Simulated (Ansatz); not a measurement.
Base system: Mg₂Sn (space group Fm-3m, No. 225).

```yaml
crystal:
  lattice:
    - [0.00000, 3.37278, 3.37278]
    - [3.37278, 0.00000, 3.37278]
    - [3.37278, 3.37278, 0.00000]
  atoms:
    - { symbol: Sn, position: [0.00000, 0.00000, 0.00000] }
    - { symbol: Mg, position: [0.25000, 0.25000, 0.25000] }
    - { symbol: Mg, position: [0.75000, 0.75000, 0.75000] }
```

The values are results of PBEsol (Ansatz, a first-principles code, PAW, without spin-orbit coupling), earlier PAW set, not measurements.

Base values:

- Lattice parameter a: 6.746 Å

One thing is altered: cell and atoms relaxed at a pressure of 0.9 GPa.

### Question
Estimate the effect on the lattice parameter a.

### Answer
The lattice parameter a drops by 0.044 Å to 6.702 Å.

Load acts through the strain it causes; cell and atoms are relaxed under it. Stability against distortions was not tested.
